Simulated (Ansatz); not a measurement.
Start from Mo3Ge in the A15 (Cr3Si type) structure (space group Pm-3n, No. 223; a = 4.908 Å; a cell from a computed database, its experimental status unchecked).

The values are results of Kohn–Sham DFT with the PBEsol functional, run in Ansatz (a first-principles code) with PAW and 420 eV plane waves, scalar-relativistic without spin-orbit coupling, not measurements.

Before the change:

- Pressure = 0.0 GPa

It is then changed as follows: an isotropic linear strain of +2.97 %, atoms relaxed at fixed cell.

**Question.** Predict the new energy relative to the base and pressure.

**Answer.** The energy rises by 85 meV/atom; the pressure goes from zero to -18.6 GPa.

Stability against distortions was not tested. All final runs are without spin polarisation.
